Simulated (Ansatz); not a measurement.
Start from MoSi$_{2}$ (space group I4/mmm, No. 139; a = 3.174 Å, c = 7.779 Å; relaxed with 0.1 eV smearing). Axes: x, y, z lie along a, b, c of the conventional cell.

Calculations: Ansatz (a program for electronic structure), LDA, PAW, cutoff 420 eV, without spin-orbit coupling.

Strains are applied to the cell and any free atomic positions relax.

One change was made to it. Results:

```csv
quantity,base,after
energy relative to the base (free energy F),0 meV/atom,+4.4 meV/atom
"pressure (mean of the normal stresses, compression positive)",0.0 GPa,0.1 GPa
shortest interatomic distance,2.564 Å,2.564 Å
```

**Question.** What was done to the base?
(A) tensor shear ε_xz = +1.43 %
(B) tensor shear ε_xz = +1.14 %
(C) tensor shear ε_xz = +0.57 %
(D) tensor shear ε_xz = +0.29 %

**Answer.** B, tensor shear ε_xz = +1.14 %. For comparison, the energy relative to the base in the other runs: tensor shear ε_xz = +0.57 % gives +1.1 meV/atom; tensor shear ε_xz = +1.43 % gives +7.0 meV/atom; tensor shear ε_xz = +0.29 % gives +0.3 meV/atom.

Whether these cells are dynamically stable was not tested. The final runs are not spin-polarised.
